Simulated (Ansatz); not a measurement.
Start from W in the bcc (W type) structure (space group Im-3m, No. 229; a = 3.154 Å; relaxed with 0.1 eV smearing).

Method: PBEsol (Ansatz, an electronic-structure program), no spin-orbit coupling.

For the base:

* **Pressure**: 0.0 GPa
* **Band gap**: zero

Modification: the cell is scaled by 1.0150 in all directions, atoms relaxed at fixed cell.

Q: What happens to the energy relative to the base, pressure and band gap?

A: The energy grows by 31 meV/atom; the pressure goes from zero to -13.1 GPa; the band gap remains zero.

The cells carry an imposed strain or load. No phonon test of stability was made. The final runs are not spin-polarised.
